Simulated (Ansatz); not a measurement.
**Os: thickness series**

Take Os in the hcp (Mg type) structure (space group P6_3/mmc, No. 194; a = 2.7383 Å, c = 4.3159 Å) as the base. Axes: x lies along a and z along c of the hexagonal cell.

Free-standing slabs (1 atom(s) a layer) normal to the z axis with 15 Å of vacuum; in-plane cell held at bulk.

Computed with r2SCAN in Ansatz (plane waves to 500 eV, PAW, no SOC).

Notes on the quantities. layer's space group: with vacuum; excess energy per area of both faces: slab less bulk energy over the cell's area: twice a surface energy; uncertain by up to 0.2 J/m².

```json
[
 {"change": "base", "thickness between the outermost nuclei": "–", "layer's space group": "–", "excess energy per area of both faces": "–", "shortest interatomic distance": "2.675 Å"},
 {"change": "1 layer", "thickness between the outermost nuclei": "–", "layer's space group": "P6/mmm (No. 191)", "excess energy per area of both faces": "–", "shortest interatomic distance": "2.738 Å"},
 {"change": "2 layers", "thickness between the outermost nuclei": "2.01 Å", "layer's space group": "P-3m1 (No. 164)", "excess energy per area of both faces": "6.09 J/m²", "shortest interatomic distance": "2.556 Å"},
 {"change": "3 layers", "thickness between the outermost nuclei": "4.16 Å", "layer's space group": "P-6m2 (No. 187)", "excess energy per area of both faces": "6.1 J/m²", "shortest interatomic distance": "2.612 Å"},
 {"change": "4 layers", "thickness between the outermost nuclei": "6.34 Å", "layer's space group": "P-3m1 (No. 164)", "excess energy per area of both faces": "6.5 J/m²", "shortest interatomic distance": "2.617 Å"},
 {"change": "5 layers", "thickness between the outermost nuclei": "8.50 Å", "layer's space group": "P-6m2 (No. 187)", "excess energy per area of both faces": "6.6 J/m²", "shortest interatomic distance": "___"},
 {"change": "6 layers", "thickness between the outermost nuclei": "10.64 Å", "layer's space group": "P-3m1 (No. 164)", "excess energy per area of both faces": "6.4 J/m²", "shortest interatomic distance": "___"},
 {"change": "7 layers", "thickness between the outermost nuclei": "12.81 Å", "layer's space group": "P-6m2 (No. 187)", "excess energy per area of both faces": "6.4 J/m²", "shortest interatomic distance": "2.612 Å"}
]
```

### Question
Some entries are withheld; estimate them.

### Answer

- 5 layers, shortest interatomic distance: 2.604 Å
- 6 layers, shortest interatomic distance: 2.605 Å

The excess energy carries the mismatch between the slab's and the bulk's meshes. Stability against distortions was not tested. The final runs are not spin-polarised.

Ansatz is an electronic-structure program.
